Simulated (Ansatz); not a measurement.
**A computed series for TiAl: pressure series**

Consider TiAl (space group P4/mmm, No. 123; a = 2.813 Å, c = 4.059 Å).

Cell and atoms are relaxed at each pressure.

Computed with r2SCAN, PAW, 500 eV (Ansatz, a quantum-chemistry and plane-wave program; no SOC), earlier PAW set.

| pressure (GPa) | volume per atom (Å³/atom) |
|---|---|
| -2 | 16.335 |
| -1 | 16.194 |
| 0 | 16.057 |
| 0.9 | 15.941 |
| 4.5 | 15.509 |
| 9 | 15.039 |
| 15 | ? |
| 22.5 | 13.931 |
| 30 | 13.448 |

Q: Fit the third-order Birch–Murnaghan form P(V) = (3B₀/2)[(V₀/V)^(7/3) − (V₀/V)^(5/3)]·[1 + (3/4)(B₀′ − 4)((V₀/V)^(2/3) − 1)] (squares taken in P) to the rows shown and predict the withheld row.

A: Least squares on the printed values gives V₀ = 16.058 Å³/atom, B₀ = 121 GPa, B₀′ = 3.8; this predicts 14.499 Å³/atom, and the run gives 14.500 Å³/atom, in agreement.

Load acts through the strain it causes; cell and atoms are relaxed under it. Whether these cells are dynamically stable was not tested. Competing high-pressure phases were not computed. All final runs are without spin polarisation.
